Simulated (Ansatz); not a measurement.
The parent structure is Mg2Ge in the anti-fluorite structure (space group Fm-3m, No. 225; a = 6.364 Å). Axes: x, y, z lie along the cube axes.

All numbers come from Ansatz (a first-principles code), PBEsol, PAW, cutoff 420 eV, no spin-orbit coupling.

For the base:

The volume per atom is 21.48 Å³ and the band gap is 0.08 eV.

Now apply this change: compressive biaxial strain of 0.83 % in the plane normal to [111], as in epitaxy on a mismatched substrate; the out-of-plane cell vector and the atoms relax.

Task: Predict the new energy relative to the base, volume per atom and band gap.

Result: The energy grows by 1.2 meV/atom; the volume per atom decreases by 0.28 Å³ (21.48 Å³ → 21.20 Å³); the band gap goes from 0.08 eV to zero.

No phonon test of stability was made. The final runs are not spin-polarised. Gaps under 0.05 eV, about the width of the smearing, are given as zero. The zero or small gap of Mg2Ge can change with the level of theory.
